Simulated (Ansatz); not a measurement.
# How far to go with zone-centre phonons against the mesh: ZrB2 (P6/mmm, 3 atoms in the cell)

```
CELL_PARAMETERS angstrom
      1.59292    -2.75903     0.00000
      1.59292     2.75903     0.00000
      0.00000     0.00000     3.54765
ATOMIC_POSITIONS crystal
  Zr 0.00000 0.00000 0.00000
  B  0.33333 0.66667 0.50000
  B  0.66667 0.33333 0.50000
```

Method: PBE (plane waves, PAW; Ansatz, an electronic-structure program).

Base settings: basis.ecutwfc = 420 eV; kpoints.mp_grid.grid = 12 12 9; hamiltonian.xc = pbe; hamiltonian.pseudopotentials = {kind: paw} (the program's default PAW files); scf.occupations.method = fermi_dirac; scf.occupations.width = 0.1 eV.

In this ladder: phonons.method = dfpt.

Frequencies are those of the unrelaxed cell, without the LO-TO term of polar crystals.

Only quantities that move along the ladder and can be compared are tabulated.

Core times come from one kind of shared machine, to one figure; runs under 30 s give none.

The starting cell has typed, rounded lattice constants, without a prior relaxation at this level. Its lattice was rescaled by up to half a per cent.

```tsv
kpoints.mp_grid.grid	highest zone-centre frequency (cm⁻¹)	lowest optical frequency (cm⁻¹)	core time / last (rough)
3 3 3	604.7	433.8	–
4 4 3	759.0	432.7	–
5 5 4	781.2	433.2	–
6 6 5	729.9	442.5	–
7 7 6	742.6	440.9	–
9 9 7	743.7	440.9	–
11 11 9	752.9	443.3	–
14 14 11	749.0	442.7	0.09
17 17 14	750.4	442.6	0.1
22 22 17	749.0	442.6	0.3
27 27 21	749.8	442.7	1
```

Coarsest kpoints.mp_grid.grid that holds the lowest optical frequency within 2 cm⁻¹ of the last step, with all finer ones: 6 6 5; the step before is off by 9.5 cm⁻¹.

Coarsest kpoints.mp_grid.grid that holds the highest zone-centre frequency within 5 cm⁻¹ of the last step, with all finer ones: 11 11 9; the step before is off by 6.1 cm⁻¹.

Keys are those of Ansatz 0.2.
